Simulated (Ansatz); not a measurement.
**Ge2Sb2Te5 under a change: biaxial strain −1.51 %, plane normal [001], relaxed out of plane**

The parent structure is Ge2Sb2Te5 (space group P-3m1, No. 164; a = 4.2236 Å, c = 16.8718 Å). Axes: x lies along a and z along c of the hexagonal cell.

Now apply this change: compressive biaxial strain of 1.51 % in the plane normal to [001], as in epitaxy on a mismatched substrate; the out-of-plane cell vector and the atoms relax.

All numbers come from PBEsol (Ansatz, a program for electronic structure), spin-orbit coupling left out, earlier PAW set. Settings: 9×9×2 k-points, 0.05 eV Fermi–Dirac smearing.

```csv
quantity,base,changed,shift
volume per atom,28.96 Å³,28.51 Å³,-0.45 Å³
space group,P-3m1 (No. 164),P-3m1 (No. 164),–
shortest interatomic distance,2.948 Å,2.929 Å,-0.019 Å
"pressure (mean of the normal stresses, compression positive)",0.0 GPa,0.9 GPa,+0.9 GPa
band gap,0.14 eV,zero,–
out-of-plane strain (rough),–,+1.48 %,–
mean in-plane stress (compression positive) (rough),–,+1.3 GPa,–
```

Final structure (turned so that z lies along the plane normal):

```xyz
9
Lattice="4.1598 0.0000 0.0000 2.0799 3.6025 0.0000 0.0000 0.0000 17.1209" Properties=species:S:1:pos:R:3 pbc="T T T"
Te     0.0000     0.0000     0.0000
Ge     4.1598     2.4017     1.7141
Ge     2.0799     1.2008    15.4068
Te     2.0799     1.2008     3.3914
Te     4.1598     2.4017    13.7295
Sb     0.0000     0.0000     5.4202
Sb     0.0000     0.0000    11.7007
Te     4.1598     2.4017     7.1693
Te     2.0799     1.2008     9.9515
```

A case with no gap was solved on a k-mesh chosen for an insulator, which is coarse for it. Without a gap, meshes like the base's 9×9×2 leave anisotropic stresses uncertain by several tenths of a GPa, and small strain energies with them. Spin-orbit coupling, missing from the scalar runs, can matter with Sb and Te. No phonon test of stability was made. The final runs are not spin-polarised. A zero or small gap of Ge2Sb2Te5 can be the functional's error rather than a property of the material.
